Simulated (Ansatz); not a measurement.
**Input and output of a self-consistent single point for Sn₂Cu₂La (P4/nmm, 10 atoms in the cell) (Ansatz, a first-principles code)**

Computed with PBEsol, default PAW files made with PBE (plane waves; Ansatz).

The input file:

Ansatz 0.2 input:
```yaml
# La(CuSn)2
crystal:
  lattice:
    - [4.46400000, 0.00000000, 0.00000000]
    - [0.00000000, 4.46400000, 0.00000000]
    - [0.00000000, 0.00000000, 10.50900000]
  atoms:
    - { symbol: Sn, position: [0.00000000, 0.50000000, 0.87850000] }
    - { symbol: Sn, position: [0.50000000, 0.00000000, 0.12150000] }
    - { symbol: Cu, position: [0.00000000, 0.50000000, 0.63030000] }
    - { symbol: Cu, position: [0.50000000, 0.00000000, 0.36970000] }
    - { symbol: La, position: [0.00000000, 0.50000000, 0.23900000] }
    - { symbol: La, position: [0.50000000, 0.00000000, 0.76100000] }
    - { symbol: Sn, position: [0.00000000, 0.00000000, 0.50000000] }
    - { symbol: Sn, position: [0.50000000, 0.50000000, 0.50000000] }
    - { symbol: Cu, position: [0.00000000, 0.00000000, 0.00000000] }
    - { symbol: Cu, position: [0.50000000, 0.50000000, 0.00000000] }
basis:
  ecutwfc: 420.0
kpoints:
  mp_grid: { grid: [7, 7, 3] }
hamiltonian:
  xc: pbesol
  pseudopotentials: { kind: paw }
scf:
  occupations: { method: gaussian, width: 0.136 }
output:
  forces: true
  eigenvalues: true
  stress: true
```

Log, with long lists cut:

```
WARN ansatz: RAYON_NUM_THREADS=1 ignored (pool sized by the plan → 1); use --threads N
Pseudopotentials: kind: paw
Pseudopotential: Sn, paw, valence charge 14
Pseudopotential: Cu, paw, valence charge 19
Pseudopotential: La, paw, valence charge 11
Crystal: 10 atoms, lattice volume = 209.416 Å³
Basis set: ecut = 420 eV, 4139 PW (Γ), exchange–correlation on 60×60×144 points (8 copies of the dense FFT grid, shifted against one another)
Bands: 93, of which v1, the nominal top of the filled ones, is band 77 counted from 1 (76 counted from 0)
Symmetry: 16 space group operations
Space group: P4/nmm (ITA 129), of the structure as read, at distance tolerance 5.9e-5 Å
k-points: 20 of 147
PAW frozen core: Sn, regenerated for the run's functional, and the local potential with it
PAW frozen core: Cu, regenerated for the run's functional, and the local potential with it
PAW frozen core: La, regenerated for the run's functional, and the local potential with it
Initial density: superposition of atomic densities (neutral atoms: chi_scale 0, normalization atom), corrected by the library's trained network
Initial wavefunctions: pseudopotential atomic-orbital guess
Eigensolver: davidson
Functional: x = pbesol(κ = 0.804, μ = 0.12345679012345678), c = pbesol(β = 0.046)
SCF iter   1: F=—  HF=-62481.680221 eV  |F-HF|=—  |Δ(HF+E_count)|=         —  Δρ=1.06e-2  dr2=1.47e-1  ethr=1.77e-3  ⟨swp⟩=6.0  Hψ=7007  notcnv=0
all-band conjugate gradients solve this SCF's bands
preconditioner: auto → Kerker (q_TF=auto, 2.592 Å⁻¹)
SCF iter   2: F=—  HF=-62481.683853 eV  |F-HF|=—  |Δ(HF+E_count)|=   3.63e-3  Δρ=9.96e-3  dr2=1.29e-1  ethr=9.52e-5  ⟨swp⟩=2.0  Hψ=3773  notcnv=0  defer=40
SCF iter   3: F=—  HF=-62481.652963 eV  |F-HF|=—  |Δ(HF+E_count)|=   3.09e-2  Δρ=1.67e-3  dr2=4.78e-3  ethr=8.40e-5  ⟨swp⟩=2.0  Hψ=2923  notcnv=0  defer=40
SCF iter   4: F=—  HF=-62481.652043 eV  |F-HF|=—  |Δ(HF+E_count)|=   9.21e-4  Δρ=4.42e-4  dr2=5.50e-4  ethr=3.10e-6  ⟨swp⟩=2.1  Hψ=3195  notcnv=0  defer=40
SCF iter   5: F=—  HF=-62481.652241 eV  |F-HF|=—  |Δ(HF+E_count)|=   1.98e-4  Δρ=1.04e-3  dr2=1.73e-3  ethr=3.57e-7  ⟨swp⟩=2.0  Hψ=3217  notcnv=0  defer=40  recentre
SCF iter   6: F=—  HF=-62481.651955 eV  |F-HF|=—  |Δ(HF+E_count)|=   2.86e-4  Δρ=1.55e-4  dr2=5.62e-5  ethr=3.57e-7  ⟨swp⟩=2.0  Hψ=3216  notcnv=0  defer=40
SCF iter   7: F=—  HF=-62481.651956 eV  |F-HF|=—  |Δ(HF+E_count)|=   1.10e-6  Δρ=6.42e-5  dr2=6.76e-6  ethr=3.65e-8  ⟨swp⟩=2.0  Hψ=2678  notcnv=0
SCF iter   8: F=—  HF=-62481.651958 eV  |F-HF|=—  |Δ(HF+E_count)|=   1.63e-6  Δρ=5.53e-5  dr2=5.51e-6  ethr=4.39e-9  ⟨swp⟩=2.2  Hψ=2977  notcnv=0
SCF iter   9: F=—  HF=-62481.651957 eV  |F-HF|=—  |Δ(HF+E_count)|=   5.62e-7  Δρ=7.70e-6  dr2=1.01e-7  ethr=3.58e-9  ⟨swp⟩=2.0  Hψ=2343  notcnv=0
SCF iter  10: F=-62481.651957 eV  HF=-62481.651957 eV  |F-HF|=1.19e-8  |Δ(HF+E_count)|=   2.94e-8  Δρ=2.67e-6  dr2=1.81e-8  ethr=6.49e-11  ⟨swp⟩=9.9  Hψ=8510  notcnv=0
SCF 1 converged in 10 iterations: F = -62481.651957 eV  dr2 = 1.81e-8
SCF converged after 10 iterations
Free energy (F): -62481.651957 eV
Harris-Foulkes:  -62481.651957 eV  (|F-HF|=1.19e-8)
Internal energy: -62481.622764 eV  (E = F + TS)
E sigma→0 (E₀):  -62481.637361 eV
Entropy (-TS):   -0.029193 eV (-2.919 meV/atom)
Fermi energy:    13.311223 eV
--- Per-component energies (eV) ---
  E_band       = -1940.543145
  E_kinetic    = 2342.163439
  E_local      = -25733.168517  (includes V_loc(G=0)·N_el)
  E_nonlocal   = 1643.048212
  E_hartree    = 12161.503040
  E_xc         = -2151.695420
  E_vxc        = -1147.265049  (∫ρ·V_xc dr)
  E_paw        = -33435.859165  (= ΣΔE_a)
  E_vpaw       = -3368.320931  (= ΣTr[D̂ρ^β])
  E_aug_tail   = 0.001120  (compensation charges beyond the density's cutoff)
  E_ewald      = -17309.918659
  E_core_change = 2.303187  (= ΣΔE_core)
  E_smearing   = -0.029193  (= −TS)
  E_closure    = 0.000000  (closes the sum)
  Σ components = -62481.651957   (vs F -62481.651957, Δ=0.00e0)
--- Forces (eV/Å), atoms counted from 1 ---
  atom   1  Sn    -0.00000000     0.00000000    -0.58588755
  atom   2  Sn     0.00000000     0.00000000     0.58588755
  atom   3  Cu     0.00000000     0.00000000     0.46894282
  atom   4  Cu    -0.00000000     0.00000000    -0.46894282
  atom   5  La     0.00000000     0.00000000     0.04397992
  atom   6  La    -0.00000000     0.00000000    -0.04397992
  atom   7  Sn     0.00000000     0.00000000     0.00000000
  atom   8  Sn    -0.00000000     0.00000000    -0.00000000
  atom   9  Cu    -0.00000000     0.00000000    -0.00000000
  atom  10  Cu     0.00000000     0.00000000     0.00000000
  max |Σ_I F_I| component: 2.78e-17 eV/Å
--- Stress (GPa, compression-positive) ---
        0.216958      -0.000000      -0.000000
       -0.000000       0.216958      -0.000000
       -0.000000      -0.000000      -1.092488
  P = ⅓ Tr σ = -0.2195 GPa (-2.195 kbar)
  The stress holds the Pulay correction. Without it, at fixed plane waves, as pw.x and ABINIT print it: P = -0.2741 GPa
--- Band table (eV; the first three rows and the last of 20) ---
  k-point 0: bands = ["-99.4268", "-99.4268", "-99.2621", "-99.2618", "-56.9702", "-56.9701", "-56.9417", "-56.9417", "-56.9417", "-56.9417", "-56.7941", "-56.7941", "-56.7905", "-56.7905", "-56.7779", "-56.7773", "-19.3779", "-19.3772", "-8.1861", [...]
  k-point 1: bands = ["-99.4268", "-99.4268", "-99.2621", "-99.2618", "-56.9702", "-56.9701", "-56.9417", "-56.9417", "-56.9417", "-56.9417", "-56.7941", "-56.7941", "-56.7905", "-56.7905", "-56.7779", "-56.7773", "-19.3777", "-19.3773", "-8.1861", [...]
  k-point 2: bands = ["-99.4268", "-99.4268", "-99.2621", "-99.2618", "-56.9702", "-56.9701", "-56.9417", "-56.9417", "-56.9417", "-56.9417", "-56.7939", "-56.7939", "-56.7907", "-56.7906", "-56.7779", "-56.7773", "-19.3763", "-19.3756", "-8.1667", [...]
  k-point 19: bands = ["-99.4268", "-99.4268", "-99.2619", "-99.2619", "-56.9701", "-56.9701", "-56.9418", "-56.9418", "-56.9417", "-56.9417", "-56.7944", "-56.7942", "-56.7904", "-56.7902", "-56.7776", "-56.7776", "-19.3621", "-19.3620", "-8.0610", [...]
```

The run converged in 10 iterations.

The starting cell comes from a database of published, mostly measured structures (it also holds non-ambient and calculated ones), without a prior relaxation at this level. Spin polarisation is off. Ansatz's pressure includes its estimate of the finite-basis (Pulay) stress.

Cost on one core of a shared machine: roughly 40 s.
